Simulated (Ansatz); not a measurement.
Migration barriers: interstitial Zn in anatase TiO2, charge state +2

Defect migration in anatase TiO2: interstitial Zn, charge state +2. Level of theory: PBE, PAW (plane waves to 420 eV; Ansatz, a quantum-chemistry and plane-wave program).

Settings: 108 host sites, the relaxed PBE lattice, the Γ point alone, smearing 0.01 eV, spin-restricted, no image-charge correction. Energies are static. The charge state is imposed; whether it is stable for some Fermi level was not computed. Sites that were not tried may lie lower.

Barriers: single points on a 2×2×2 k-point mesh shifted by half a step at the bands' geometries.

```
Route                         Start site over the lowest site run (eV)  Hop (Å)  Forward barrier (eV)  Backward barrier (eV)                Neighbours at the start    Neighbours at the saddle                        Saddle order  Forward, on the band's own sampling (eV)
----------------------------  ----------------------------------------  -------  --------------------  ---------------------  -------------------------------------  --------------------------  ----------------------------------  ----------------------------------------
a direct jump of one Zn atom                                      0.01     3.08                  0.56                   0.56                          4 O at 1.95 Å  2 O at 1.95, 4 O at 2.16 Å  not checked, on a symmetry element                                      0.60
a direct jump of one Zn atom                                      0.00     2.46                  0.57                   0.57  2 O at 1.96, 2 O at 2.00, O at 2.29 Å  2 O at 1.95, 4 O at 2.16 Å  not checked, on a symmetry element                                      0.61
```

Paths come from nudged elastic bands with a climbing image.  A band can be held on a symmetry element, so unchecked saddle points there may be too high.
